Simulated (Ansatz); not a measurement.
The reference is SnO2 in the rutile structure (space group P4_2/mnm, No. 136; a = 4.769 Å, c = 3.212 Å). Axes: x, y, z lie along a, b, c of the conventional cell.

Computed with PBEsol/PAW in Ansatz (a first-principles code), spin-orbit coupling left out.

For the base:

* **Band gap**: 0.92 eV
* **Valence-band top at Γ**: 0.00, -0.77, -0.77 eV

It is then changed as follows: the cell is stretched by 0.60 % along x with no lateral relaxation; the atoms relax in the strained cell.

Task: Estimate the effect on the band gap, stress and valence-band top at Γ.

Result: The band gap decreases by 0.054 eV to 0.86 eV; the stress (xx, yy, zz, yz, xz, xy; compression positive) amounts to (-1.36, -0.94, -0.84, 0.00, 0.00, 0.00) GPa; the valence-band top at Γ (three highest levels, from the VBM) changes from 0.00, -0.77, -0.77 eV to 0.00, -0.76, -0.78 eV.

Stability against distortions was not tested.
